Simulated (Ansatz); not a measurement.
**FeGe (space group P2_13, No. 198; ferromagnetic)**

FeGe has the cubic space group P2₁3 (No. 198), Pearson symbol cP8. Lattice parameters: a = 4.6642 Å, b = 4.6642 Å, c = 4.6642 Å, α = 90.00°, β = 90.00°, γ = 90.00°. Fe on 4a has 4 Ge at 2.367–2.425 Å and 3 Ge at 2.629 Å. Ge on 4a is coordinated by 4 Fe at 2.367–2.425 Å and 3 Fe at 2.629 Å and 6 Ge at 2.890 Å. (Neighbours: up to the widest gap in distance over summed covalent radii, below 1.35, at either atom; cation-cation and far metal-metal contacts left out.)

Computed with Ansatz (an electronic-structure program), PBE, PAW, cutoff 420 eV, scalar-relativistic without spin-orbit coupling. Settings: 10×10×10 k-points, 0.05 eV Fermi–Dirac smearing.

Volume per atom: 12.68 Å³
Density: 8.41 g/cm³
Band gap: zero
Magnetic state: ferromagnetic
Total energy: -4387.823 eV/atom (σ→0; compares only within this code and set-up)

Other magnetic orders, which the real material may have, were not ruled out. No phonon test of stability was made.
